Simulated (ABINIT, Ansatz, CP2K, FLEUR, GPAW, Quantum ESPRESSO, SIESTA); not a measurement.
**One structure in several programs: Nb2CuSe4 (P3m1, 7 atoms in the cell)**

Self-consistent single point, at a second geometry (lattice scaled by 0.98). First geometry:

```
CELL_PARAMETERS angstrom
      3.56073     0.00000     0.00000
     -1.78036     3.08368     0.00000
      0.00000     0.00000    13.99414
ATOMIC_POSITIONS crystal
  Nb 0.00000 0.00000 0.25372
  Nb 0.66667 0.33333 0.74894
  Cu 0.00000 0.00000 0.03658
  Se 0.00000 0.00000 0.63212
  Se 0.66667 0.33333 0.37168
  Se 0.66667 0.33333 0.13232
  Se 0.00000 0.00000 0.86864
```

Shared settings, as Ansatz (an electronic-structure program) writes them: kpoints.mp_grid.grid = 5 5 2; scf.occupations.method = gaussian; scf.occupations.width = 0.2 eV. Potentials and cutoffs stand in the table.

| code | model | ΔF from the first geometry (meV/atom) | pressure (GPa) | largest force (eV/Å) | cutoff |
|---|---|---|---|---|---|
| FLEUR | LDA (Perdew-Zunger), all-electron FLAPW (FLEUR), scalar-relativistic valence | – | – | 0.244 | Kmax 3.9 1/bohr |
| ABINIT | LDA (PW92), PAW (JTH v2.0 LDA PAW) | -46.5 | -2.86 | 0.233 | 816 eV |
| SIESTA | LDA PW92, numerical atomic orbitals DZP, PseudoDojo LDA standard norm-conserving potentials (rewritten from UPF to PSML) | -19.1 | 0.99 | 0.831 | grid 300 Ry |
| CP2K | LDA (Pade form), GPW, DZVP-MOLOPT-SR-GTH basis, GTH-PADE potentials (GTH_POTENTIALS) | -44.1 | -2.51 | 0.261 | grid 600 Ry |
| GPAW | LDA (Perdew-Wang 92), GPAW PAW datasets LDA (gpaw-data 1.0.1) | -48.6 | -3.21 | 0.225 | 800 eV |
| Ansatz | LDA (PW92), PAW files made with PBE | -47.1 | -2.92 | 0.230 | default |
| Quantum ESPRESSO | LDA (PZ), GBRV 1.5 ultrasoft (LDA) pseudopotentials | -46.4 | -2.98 | 0.234 | 50 Ry |

Size of the force on each atom (eV/Å): Sizes of forces hide their directions.

```csv
code,Nb1,Nb2,Cu3,Se4,Se5,Se6,Se7
FLEUR,0.096,0.231,0.062,0.189,0.114,0.244,0.101
ABINIT,0.092,0.233,0.094,0.094,0.020,0.178,0.017
SIESTA,0.013,0.282,0.080,0.831,0.716,0.459,0.389
CP2K,0.150,0.261,0.145,0.103,0.039,0.065,0.127
GPAW,0.086,0.225,0.080,0.028,0.039,0.091,0.061
Ansatz,0.094,0.230,0.092,0.090,0.017,0.200,0.045
Quantum ESPRESSO,0.101,0.234,0.087,0.104,0.032,0.181,0.034
```

A dash marks a value that a program does not give, or that is left out as unsure.

On Ansatz's run: spin polarisation is off; with an odd number of electrons in the cell that forces a metal, and a magnetic state may lie lower.

The spread over the programs that give each value: ΔF from the first geometry within 29.5 meV/atom; pressure within 4.20 GPa; largest force within 0.606 eV/Å.

SIESTA and CP2K use small atom-centred bases, whose incompleteness enters pressures, forces and empty levels differently from a plane-wave cutoff. FLEUR treats all electrons, but the usual bases taken here (sphere radii, linearisation, local orbitals, empty states) were not tested for convergence, so the values are no reference for the others. Ansatz's pressure is given at a fixed set of plane waves, as the other plane-wave codes print theirs. The same LDA comes in different parametrisations, which differ slightly. In the pressure, SIESTA (by 3.94) lies more than 1 GPa from the median of the plane-wave programs. In the force vectors, FLEUR (by 0.097), SIESTA (by 0.739), CP2K (by 0.153) and GPAW (by 0.089) lie more than 0.08 eV/Å from the median of the plane-wave programs.

The shared mesh is coarse (it stands for a supercell whose shortest vector is 17 Å), so the values are not converged in it.

The starting cell comes from a database of computed structures (which also holds hypothetical and non-ambient phases and stackings), without a prior relaxation at this level. Its lattice was rescaled by a random factor within 2.5 % of one. For this run, on top of that: lattice scaled by 0.98.

Left out of this page: Elk (not drawn, or without a comparable value).

Keys are those of Ansatz 0.2.
